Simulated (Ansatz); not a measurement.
**Amorphous Al$_{28}$O$_{43}$Sr**

It comes from a melt-quench run on a machine-learned potential (CHGNet), relaxed afterwards by DFT. O atoms were pushed apart under 1.9 Å during the dynamics, to hinder bonds among them. The hot cell started wider than the set density and was brought back towards it in steps. It is the lowest in DFT energy of 2 quenches. It is a model cell: composition and starting density were chosen by hand, and all elements were melted together. No dispersion term was used.

Methods: PBE, scalar-relativistic without spin-orbit coupling (Ansatz, a program for electronic structure); r2SCAN, scalar-relativistic without spin-orbit coupling (Ansatz); HSE06, scalar-relativistic without spin-orbit coupling (Ansatz). Geometry, pressure, stress and energy are those of the PBE run. Its sampling: a 2×2×2 Γ-centred mesh; Fermi-Dirac width 0.02 eV; no spin polarisation. Other functionals are single points at the zone centre (r2SCAN at 500 eV; exact exchange cut at the cell's faces), free to take moments where seeds were set. At PBE the levels at the filled edge of the gap are localised (band-tail or defect states), and the nearest spread-out levels lie 4.2 eV apart at the zone centre.

```yaml
number_of_atoms_in_the_cell: 72
Density (volume relaxed, without dispersion): 3.12 g/cm^3
volume_per_atom: 11.32 Å³
Pressure on a 2×2×2 Γ-centred mesh: 0.06 GPa
Largest force and stress component on that mesh (the relaxation ran on the zone centre alone): 0.03 eV/Å and 0.1 GPa
Energy relative to corundum + rock-salt SrO (lowest mix at this level among the phases computed, not always the ambient ones): 122 meV/atom
Level gap on a 2×2×2 Γ-centred mesh (PBE): 3.45 eV
Level gap at the zone centre (PBE): 3.44 eV
Level gap at the zone centre (r2SCAN): 4.08 eV
Level gap at the zone centre (HSE06): 5.13 eV
```

Bonds are counted up to Al-Al 2.66 Å, Al-O 2.36 Å, Al-Sr 3.42 Å, O-O 1.58 Å, O-Sr 3.13 Å, Sr-Sr 4.18 Å. Two cations that share two anions don't count as bonded, nor two that share one unless they lie closer than Al-Al 2.59 Å, Al-Sr 3.33 Å, Sr-Sr 4.07 Å.

| Property | Result |
|---|---|
| Mean coordination of Al by anions | 4.68 (9 with 4, 19 with 5) |
| Mean coordination of O | 3.21 (2 with 2, 30 with 3, 11 with 4) |
| Mean coordination of Sr by anions | 7.00 (1 with 7) |
| Mean Al-O bond | 1.858 Å (spread 0.093 Å, 131 counted) |
| Mean O-Sr bond | 2.755 Å (spread 0.250 Å, 7 counted) |

Its density started from a set value of 3.19 g/cm³. Cooling (nominally 280 K/ps over its main leg) ran many orders faster than in experiment, which tends to leave more defects and strain. Values belong to this one cell and scatter from quench to quench. Volume and shape were free in the relaxation.
